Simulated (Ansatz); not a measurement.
## Variants of one calculation on ZrTiCo4 (P1, 6 atoms in the cell)

```
ZrTiCo4
1.0
    0.00000     3.41147     3.41147
    3.41147     0.00000     3.41147
    3.41147     3.41147     0.00000
Zr Ti Co
1 1 4
Direct
  0.00370   0.00201   0.99531
  0.25039   0.24698   0.25418
  0.62755   0.62147   0.12743
  0.62026   0.11999   0.63069
  0.61858   0.63009   0.62695
  0.12953   0.62945   0.61544
```
Moments meant for the start (each program seeds them in its own way; μB, in the order of the atoms Zr Ti Co Co Co Co): 1.0 1.0 3.0 3.0 3.0 3.0.

Base run A: PBEsol, default PAW files made with PBE in Ansatz (a program for electronic structure), self-consistent single point.

Its settings: basis.ecutwfc = 420 eV; kpoints.mp_grid.grid = 5 5 5; hamiltonian.xc = pbesol; hamiltonian.pseudopotentials = {kind: paw} (the program's default PAW files); magnetization.spin_polarized = true; scf.occupations.method = methfessel_paxton; scf.occupations.width = 0.272 eV.

The starting cell comes from a database of computed structures (which also holds hypothetical and non-ambient phases and stackings), without a prior relaxation at this level. Its atoms were displaced at random from the sites of space group no. 216. The moments shrank to a small part of their start, a low-spin state that need not be the lowest. The program warned that a starting moment was not kept. In the base run, with a pressure of about -10 GPa the cell is away from its equilibrium volume at this level. Ansatz's pressure includes its estimate of the finite-basis (Pulay) stress.

ΔF is the free energy per atom less that of run A. 

Runs:
- B: kpoints.mp_grid.grid: 5 5 5 → 6 6 6; scf.occupations.width: 0.272 eV → 0.1 eV
- C: scf.convergence.dr2_threshold: default (1e-07 eV) → 1e-08 eV
- D: scf.mixing.preconditioner: default (the program chose Kerker) → kerker_dos
- E: scf.mixing.algorithm: default (the program chose MSR1) → broyden; scf.mixing.beta_mag: default → 1
- F: scf.eigensolver.kind: default (the program chose band_cg) → davidson

```json
[
 {"run": "A", "ΔF (meV/atom)": "0.00", "pressure (GPa)": "-10.00", "largest force (eV/Å)": "0.384", "size of the net moment (μB/atom)": "0.36", "k-points": "63"},
 {"run": "B", "ΔF (meV/atom)": "1.62", "pressure (GPa)": "-9.92", "largest force (eV/Å)": "0.385", "size of the net moment (μB/atom)": "0.36", "k-points": "112"},
 {"run": "C", "ΔF (meV/atom)": "0.00", "pressure (GPa)": "-10.00", "largest force (eV/Å)": "0.384", "size of the net moment (μB/atom)": "0.36", "k-points": "63"},
 {"run": "D", "ΔF (meV/atom)": "0.00", "pressure (GPa)": "-10.00", "largest force (eV/Å)": "0.384", "size of the net moment (μB/atom)": "0.36", "k-points": "63"},
 {"run": "E", "ΔF (meV/atom)": "0.00", "pressure (GPa)": "-10.00", "largest force (eV/Å)": "0.384", "size of the net moment (μB/atom)": "0.36", "k-points": "63"},
 {"run": "F", "ΔF (meV/atom)": "0.00", "pressure (GPa)": "-10.00", "largest force (eV/Å)": "0.384", "size of the net moment (μB/atom)": "0.36", "k-points": "63"}
]
```

Run B against A: The free energy rises by 1.6 meV/atom, the pressure hardly changes (-10.00 to -9.92 GPa), the largest force moves little (0.384 to 0.385 eV/Å) and the size of the net moment stays at 0.36 μB/atom.

Run E against A: The free energy hardly moves (within 1 meV/atom), the pressure stays at -10.00 GPa, the largest force stays at 0.384 eV/Å and the size of the net moment stays at 0.36 μB/atom.

Run C against A: The free energy stays essentially unchanged (within 1 meV/atom), the pressure stays at -10.00 GPa, the largest force stays at 0.384 eV/Å and the size of the net moment stays at 0.36 μB/atom.

Keys are those of Ansatz 0.2.
